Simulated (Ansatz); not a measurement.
BaF2, pressure series

The parent structure is BaF₂ in the fluorite structure (space group Fm-3m, No. 225; a = 6.137 Å).

Cell and atoms are relaxed at each pressure.

The values are results of PBEsol (Ansatz, an electronic-structure program; PAW; 420 eV plane waves; no spin-orbit coupling), not measurements.

```json
[
 {"case": "base", "band gap": "6.83 eV", "gap character": "indirect, K–Γ (36 % along) → Γ", "electron mass": "0.48 mₑ (at Γ)", "shortest interatomic distance": "5.022 bohr"},
 {"case": "pressure −2 GPa", "band gap": "6.68 eV", "gap character": "indirect, K–Γ (36 % along) → Γ", "electron mass": "0.48 mₑ (at Γ)", "shortest interatomic distance": "(withheld)"},
 {"case": "pressure −1 GPa", "band gap": "6.76 eV", "gap character": "indirect, K–Γ (36 % along) → Γ", "electron mass": "0.48 mₑ (at Γ)", "shortest interatomic distance": "5.050 bohr"},
 {"case": "pressure 3 GPa", "band gap": "(withheld)", "gap character": "indirect, K–Γ (36 % along) → Γ", "electron mass": "0.48 mₑ (at Γ)", "shortest interatomic distance": "4.950 bohr"},
 {"case": "pressure 7 GPa", "band gap": "7.19 eV", "gap character": "indirect, K–Γ (36 % along) → Γ", "electron mass": "0.48 mₑ (at Γ)", "shortest interatomic distance": "4.872 bohr"},
 {"case": "pressure 15 GPa", "band gap": "7.45 eV", "gap character": "indirect, K–Γ (33 % along) → X", "electron mass": "0.93 mₑ along k, 2.2 mₑ across (at X)", "shortest interatomic distance": "4.755 bohr"},
 {"case": "pressure 30 GPa", "band gap": "(withheld)", "gap character": "indirect, K–Γ (33 % along) → X", "electron mass": "0.87 mₑ along k, 2.5 mₑ across (at X)", "shortest interatomic distance": "4.604 bohr"},
 {"case": "pressure 50 GPa", "band gap": "(withheld)", "gap character": "direct at X", "electron mass": "0.83 mₑ along k, 3.0 mₑ across (at X)", "shortest interatomic distance": "4.467 bohr"},
 {"case": "pressure 75 GPa", "band gap": "6.88 eV", "gap character": "direct at X", "electron mass": "–", "shortest interatomic distance": "4.345 bohr"},
 {"case": "pressure 100 GPa", "band gap": "6.56 eV", "gap character": "direct at X", "electron mass": "–", "shortest interatomic distance": "4.253 bohr"}
]
```

Problem. Complete the table.

Solution. 
- pressure −2 GPa, shortest interatomic distance: 5.081 bohr
- pressure 3 GPa, band gap: 7.00 eV
- pressure 30 GPa, band gap: 7.44 eV
- pressure 50 GPa, band gap: 7.20 eV

Load acts through the strain it causes; cell and atoms are relaxed under it. Masses are band curvatures over ±0.01 Å⁻¹ around the edge. Along k means along the line from Γ to the band edge. Stability against distortions was not tested. No other phases were tried under pressure.
